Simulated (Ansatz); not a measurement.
Consider TiN in the rock salt structure (space group Fm-3m, No. 225; a = 4.204 Å). Axes: x, y, z lie along the cube axes.

The values are results of PBEsol (Ansatz, a first-principles code), no spin-orbit coupling, not measurements.

For the base:

The pressure is 0.0 GPa and the shortest interatomic distance is 3.972 bohr.

Modification: the symmetric strain tensor [0.0082 -0.0048 -0.0029; -0.0048 -0.0032 -0.0067; -0.0029 -0.0067 -0.0075]; the atoms relax in the strained cell.

Q: Estimate the effect on the energy relative to the base, pressure and shortest interatomic distance.

A: The energy goes up by 3.5 meV/atom; the pressure (mean of the normal stresses, compression positive) goes from zero to 0.9 GPa; the shortest interatomic distance decreases by 0.030 bohr (3.972 bohr → 3.942 bohr).

Without a gap, meshes like the base's 19×19×19 leave anisotropic stresses uncertain by several tenths of a GPa, and small strain energies with them. Stability against distortions was not tested. The final runs are not spin-polarised. An odd electron count without spin: TiN.
